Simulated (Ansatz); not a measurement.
The reference is BaAg₂GeS₄ (space group I-42m, No. 121; a = 6.726 Å, c = 8.050 Å). Axes: x, y, z lie along a, b, c of the conventional cell.

The values are results of PBEsol/PAW in Ansatz (a quantum-chemistry and plane-wave program), without spin-orbit coupling, not measurements.

Strains are applied to the cell and any free atomic positions relax.

One change was made to it. Results:

```csv
quantity,base,after
energy relative to the base (free energy F),0 meV/atom,+1.9 meV/atom
smallest direct gap,0.94 eV,0.85 eV
width of the top valence band,1.42 eV,1.53 eV
"pressure (mean of the normal stresses, compression positive)",0.0 kbar,10.5 kbar
```

### Question
Name the change that was made.
(A) uniaxial strain ε_zz = −0.75 %
(B) uniaxial strain ε_zz = −2.25 %
(C) uniaxial strain ε_zz = −3.00 %
(D) uniaxial strain ε_zz = −1.50 %

### Answer
B, uniaxial strain ε_zz = −2.25 %. For comparison, the pressure in the other runs: uniaxial strain ε_zz = −3.00 % gives 14.3 kbar; uniaxial strain ε_zz = −1.50 % gives 6.9 kbar; uniaxial strain ε_zz = −0.75 % gives 3.4 kbar.

No phonon test of stability was made.
